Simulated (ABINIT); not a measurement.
## Input and output of a self-consistent single point for Ba2RuN2 (I4/mmm, 5 atoms in the cell) (ABINIT)

Level of theory: LDA (PW92), PAW (JTH v2.0 LDA PAW) (plane waves; ABINIT).

Input:

```
# Ba2RuN2, JTH v2.0 LDA PAW
pp_dirpath "./"
pseudos "Ba.LDA_PW-JTH.xml, Ru.LDA_PW-JTH.xml, N.LDA_PW-JTH.xml"
acell 3*1.0
rprim
        -3.9680752624    3.9680752624   12.4883779268
         3.9680752624   -3.9680752624   12.4883779268
         3.9680752624    3.9680752624  -12.4883779268
natom 5
ntypat 3
znucl 56 44 7
typat 1 1 2 3 3
xcart
         0.0000000000    0.0000000000    3.4720188312
         0.0000000000    0.0000000000   21.5047370224
         0.0000000000    0.0000000000   12.4883779268
         0.0000000000    0.0000000000   15.9341711643
         0.0000000000    0.0000000000    9.0425846892
ecut 707 eV
pawecutdg 1415 eV
pawxcdev 0
occopt 3
tsmear 0.00183747
nband 30
kptopt 1
ngkpt 6 6 6
nshiftk 1
shiftk 0 0 0
nstep 80
tolvrs 1.0e-11
prtwf 0
prtden 0
enunit 2
```

The program printed (abridged):

```
 Symmetries : space group I4/m m m (#139); Bravais tI (body-center tetrag.)

 -outvars: echo values of preprocessed input variables --------
            acell      1.0000000000E+00  1.0000000000E+00  1.0000000000E+00 Bohr
             ecut      2.59817731E+01 Hartree
           enunit           2
              ixc       -1012
         kptrlatt        6    0    0      0    6    0      0    0    6
          kptrlen      4.76169031E+01
            natom           5
            nband          30
            ngfft          64      64      64
          ngfftdg          90      90      90
             nkpt          30
            nstep          80
             nsym          16
           ntypat           3
           occopt           3
        pawecutdg      5.20002954E+01 Hartree
         pawxcdev           0
            rprim     -3.9680752624E+00  3.9680752624E+00  1.2488377927E+01
                       3.9680752624E+00 -3.9680752624E+00  1.2488377927E+01
                       3.9680752624E+00  3.9680752624E+00 -1.2488377927E+01
          spgroup         139
           tolvrs      1.00000000E-11
           tsmear      1.83747000E-03 Hartree
            typat      1  1  2  3  3
           useylm           1
             xred      1.3901000000E-01  1.3901000000E-01  0.0000000000E+00
                       8.6099000000E-01  8.6099000000E-01  0.0000000000E+00
                       5.0000000000E-01  5.0000000000E-01  0.0000000000E+00
                       6.3796000000E-01  6.3796000000E-01  0.0000000000E+00
                       3.6204000000E-01  3.6204000000E-01  0.0000000000E+00
            znucl       56.00000   44.00000    7.00000

== DATASET  1 ==================================================================

 Real(R)+Recip(G) space primitive vectors, cartesian coordinates (Bohr,Bohr^-1):
 R(1)= -3.9680753  3.9680753 12.4883779  G(1)=  0.0000000  0.1260057  0.0400372
 R(2)=  3.9680753 -3.9680753 12.4883779  G(2)=  0.1260057  0.0000000  0.0400372
 R(3)=  3.9680753  3.9680753-12.4883779  G(3)=  0.1260057  0.1260057  0.0000000
 Unit cell volume ucvol=  7.8654908E+02 bohr^3
 Angles (23,13,12)=  1.46305011E+02  1.46305011E+02  4.83939406E+01 degrees

 Coarse grid specifications (used for wave-functions):

 getcut: wavevector=  0.0000  0.0000  0.0000  ngfft=  64  64  64
         ecut(hartree)=     25.982   => boxcut(ratio)=   2.03822

 Fine grid specifications (used for densities):

 getcut: wavevector=  0.0000  0.0000  0.0000  ngfft=  90  90  90
         ecut(hartree)=     52.000   => boxcut(ratio)=   2.02572

   7.45552072E+03                                ecore*ucvol(ha*bohr**3)

_setup2: Arith. and geom. avg. npw (full set) are    4975.403    4975.390

--- !BeginCycle
solver: {iscf: 17, nstep: 80, nline: 4, wfoptalg: 10, }
tolerances: {tolvrs: 1.00E-11, }
...

     iter   Etot(hartree)      deltaE(h)  residm     nres2
 ETOT  1  -165.56505584113    -1.656E+02 1.308E+01 1.352E+02
 ETOT  2  -168.16271175064    -2.598E+00 6.797E-02 1.467E+02
 ETOT  3  -168.05185958163     1.109E-01 5.446E-02 3.212E+01
 ETOT  4  -168.04672839148     5.131E-03 1.529E-02 1.287E+01
 ETOT  5  -168.03781640317     8.912E-03 1.979E-02 4.577E+00
 ETOT  6  -168.03585979866     1.957E-03 7.471E-03 1.538E+00
   [... 9 lines left out ...]
 ETOT 16  -168.03517395591     6.310E-12 4.360E-03 1.291E-08
 ETOT 17  -168.03517395590     1.450E-11 8.035E-04 2.331E-09
 ETOT 18  -168.03517395590    -6.963E-12 8.497E-04 9.269E-11
 ETOT 19  -168.03517395590    -5.969E-13 1.668E-04 4.417E-11
 ETOT 20  -168.03517395590     3.865E-12 1.456E-04 3.996E-12

 At SCF step   20       nres2   =  4.00E-12 < tolvrs=  1.00E-11 =>converged.

 Cartesian components of stress tensor (hartree/bohr^3)
  sigma(1 1)=  1.57756757E-04  sigma(3 2)=  0.00000000E+00
  sigma(2 2)=  1.57756757E-04  sigma(3 1)=  0.00000000E+00
  sigma(3 3)=  3.21681516E-04  sigma(2 1)=  0.00000000E+00

 ----iterations are completed or convergence reached----

 reduced coordinates (array xred) for    5 atoms
       0.139010000000      0.139010000000      0.000000000000
       0.860990000000      0.860990000000      0.000000000000
       0.500000000000      0.500000000000      0.000000000000
       0.637959999999      0.637959999999      0.000000000000
       0.362040000001      0.362040000001      0.000000000000
 cartesian forces (eV/Angstrom) at end:
    1     -0.00000000000000     0.00000000000000    -0.04934045863874
    2     -0.00000000000000     0.00000000000000     0.04934045863874
    3      0.00000000000000     0.00000000000000    -0.00000000000000
    4      0.00000000000000    -0.00000000000000    -0.99265960025691
    5      0.00000000000000    -0.00000000000000     0.99265960025691
 frms,max,avg= 3.6291552E-01 9.9265960E-01   0.000E+00  0.000E+00  0.000E+00 e/A
 length scales=  1.000000000000  1.000000000000  1.000000000000 bohr
              =  0.529177208590  0.529177208590  0.529177208590 angstroms
 Fermi (or HOMO) energy (hartree) =   0.15561   Average Vxc (hartree)=  -0.37252
 Eigenvalues (hartree) for nkpt=  30  k points:
 kpt#   1, nband= 30, wtk=  0.00463, kpt=  0.0000  0.0000  0.0000 (reduced coord)
  -2.51364   -1.44889   -1.39658   -1.39658   -0.86473   -0.85945   -0.36420   -0.33721
  -0.32476   -0.31399   -0.31399   -0.30950   -0.30950   -0.28777   -0.02856    0.01107
   0.01107    0.08678    0.08678    0.08783    0.09573    0.09677    0.11744    0.18615
   0.19118    0.19118    0.24450    0.25246    0.27005    0.29508
      occupation numbers for kpt#   1
   2.00000    2.00000    2.00000    2.00000    2.00000    2.00000    2.00000    2.00000
   2.00000    2.00000    2.00000    2.00000    2.00000    2.00000    2.00000    2.00000
   2.00000    2.00000    2.00000    2.00000    2.00000    2.00000    2.00000    0.00000
   0.00000    0.00000    0.00000    0.00000    0.00000    0.00000
 prteigrs : prtvol=0 or 1, do not print more k-points.

 Fermi (or HOMO) energy (eV) =   4.23446   Average Vxc (eV)= -10.13684
 Eigenvalues (   eV  ) for nkpt=  30  k points:
 kpt#   1, nband= 30, wtk=  0.00463, kpt=  0.0000  0.0000  0.0000 (reduced coord)
 -68.39952  -39.42634  -38.00282  -38.00282  -23.53046  -23.38682   -9.91042   -9.17583
  -8.83707   -8.54419   -8.54419   -8.42184   -8.42184   -7.83065   -0.77725    0.30116
   0.30116    2.36153    2.36153    2.39008    2.60486    2.63311    3.19580    5.06535
   5.20239    5.20239    6.65324    6.86965    7.34830    8.02964
 prteigrs : prtvol=0 or 1, do not print more k-points.

--- !EnergyTerms
comment             : Components of total free energy in Hartree
kinetic             :  4.08261989595930E+01
hartree             :  4.57903428383379E+01
xc                  : -2.81057659249064E+01
Ewald energy        : -1.15047440277924E+02
psp_core            :  9.47877372050764E+00
local_psp           : -1.30891688966119E+02
spherical_terms     :  9.91459167939015E+00
internal            : -1.68034987971120E+02
'-kT*entropy'       : -1.85862946624827E-04
total_energy        : -1.68035173834067E+02
total_energy_eV     : -4.57246961718062E+03
...

-Cartesian components of stress tensor (GPa)         [Pressure= -6.2490E+00 GPa]
- sigma(1 1)=  4.64136325E+00  sigma(3 2)=  0.00000000E+00
- sigma(2 2)=  4.64136325E+00  sigma(3 1)=  0.00000000E+00
- sigma(3 3)=  9.46419536E+00  sigma(2 1)=  0.00000000E+00

 Calculation completed.
```

The run converged in 20 iterations.

The starting cell comes from a database of computed structures (which also holds hypothetical and non-ambient phases and stackings), without a prior relaxation at this level. Spin polarisation is off. With a pressure of about -6 GPa the cell is away from its equilibrium volume at this level.

Cost on one core of a shared machine: roughly 4 min.
